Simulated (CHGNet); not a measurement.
**1T (CdI2-type) PtTe₂**

Method: the machine-learned potential CHGNet 0.3.0 (trained on PBE and PBE+U data).

Cell (relaxed at this level):

Space group P-3m1 (No. 164); a = b = 4.0037 Å, c = 5.7265 Å, α = β = 90.00°, γ = 120.00°

```csv
atom,site,symmetry,x,y,z
Te,2d,3m.,0.3333,0.6667,0.2483
Pt,1a,-3m.,0.0000,0.0000,0.0000
```

For 1T (CdI2-type) PtTe₂, the lattice constant a is 4.004 Å. The lattice parameter c comes out as 5.727 Å.

Measured, for comparison: lattice constant a 4.026 Å, lattice parameter c 5.221 Å (temperature not stated, no zero-point or thermal correction; as tabulated in Pelayo et al. (2023), arXiv:2312.15371). Computed (rounded) less measured: lattice constant a -0.5 %, lattice parameter c +9.7 %. A static lattice is as a rule a little smaller and stiffer than an uncorrected measurement, which narrows the difference in the lattice constant a and would widen misses of the other sign.

A machine-learned potential is trained on density-functional data: it inherits that level's misses and adds fitting errors of its own.

Note: elastic tensor is asymmetric by over 3 %: noisy; the model gives imaginary modes for this phase (in the spectrum interpolated from a supercell); the model's c/a of 1.43 is far from the 1.30 of the starting cell; this model's volume lies 8 % above that of the starting cell (a measured, published or database cell).
